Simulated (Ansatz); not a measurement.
## Ba3SiO, pressure series

Consider Ba₃SiO in the anti-perovskite structure (space group Pm-3m, No. 221; a = 5.290 Å; a cell from a computed database, its experimental status unchecked).

Cell and atoms are relaxed at each pressure.

Level of theory: Ansatz (a first-principles code) PBEsol, without spin-orbit coupling.

```
pressure (GPa)  volume per atom (Å³/atom)
--------------  -------------------------
-2                                 31.146
-1                                 30.324
0                                  29.605
0.3                                29.413
0.7                                29.159
1.5                                28.672
3                                  27.867
7.5                                     ?
10                                 25.148
```

Fit the third-order Birch–Murnaghan form P(V) = (3B₀/2)[(V₀/V)^(7/3) − (V₀/V)^(5/3)]·[1 + (3/4)(B₀′ − 4)((V₀/V)^(2/3) − 1)] (squares taken in P) to the rows shown and predict the withheld row.

Least squares on the printed values gives V₀ = 29.608 Å³/atom, B₀ = 43.8 GPa, B₀′ = 4.1; this predicts 25.975 Å³/atom, and the run gives 25.975 Å³/atom, in agreement.

Load acts through the strain it causes; cell and atoms are relaxed under it. No phonon test of stability was made. No other phases were tried under pressure. The final runs are not spin-polarised.
